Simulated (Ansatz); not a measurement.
Base system: CdSe in the wurtzite structure (space group P6_3mc, No. 186; a = 4.340 Å, c = 7.078 Å). Axes: x lies along a and z along c of the hexagonal cell.

Levels (all Ansatz, a quantum-chemistry and plane-wave program, PAW): r2SCAN (500 eV, spin-orbit coupling left out); HSE06 (420 eV, spin-orbit coupling left out).

Its gap is 1.11 eV with r2SCAN and 1.54 eV with HSE06.

It is then changed as follows: strain tensor (xx, yy, zz, yz, xz, xy) = (+1.83, −0.38, −0.59, −1.88, +1.23, +0.62) %; the atoms relax in the strained cell.

With r2SCAN the gap becomes 1.00 eV.

If the HSE06 correction stayed the same, what would the HSE06 gap be, and what does the HSE06 run give?

A rigid correction of +0.43 eV gives 1.43 eV. The HSE06 run gives 1.43 eV, so the two effects roughly add.

Single points use the geometry relaxed with r2SCAN. Whether these cells are dynamically stable was not tested.
